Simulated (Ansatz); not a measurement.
The starting structures come from a database of crystals and need not be the phases stable at ambient conditions.

 Where the default PAW files enter, the runs use the earlier of Ansatz's two default sets.

Inside the gap of an insulator the Bloch states are evanescent, with a wavenumber k + iκ along the transport direction.

Data:

```
LiNbO3
1.0
    5.28485     0.00000     0.00000
    2.64242     4.57681     0.00000
    2.64243     1.52560     4.84596
Li Nb O
2 2 6
Cartesian
  5.28485   3.05121   0.41951
  5.28485   3.05121   4.42645
  7.92728   4.57681   2.09923
  2.64243   1.52560   2.74673
  7.23515   3.12128   3.54923
  3.33456   2.98114   1.29673
  4.37039   1.32717   3.54923
  6.19931   4.77525   1.29673
  4.24902   4.70518   3.54923
  6.32068   1.39724   1.29673
```

Space group of this cell: R-3. The cell is taken as given; by LDA its mean pressure is -13.9 GPa.

Transport runs along the normal of the first two printed cell vectors, the (001) plane of the conventional cell.

The gap is the functional's own, uncorrected, and κ follows it; spin-orbit coupling is left out. Mid-gap values are interpolated between the computed energies.

Estimate the band gap and the smallest decay constant κ at mid-gap that LDA run with Ansatz (an electronic-structure program) returns for this system.

Gap 3.76 eV on a 8×8×8 mesh; κ = 0.464 1/Å, at the zone centre.
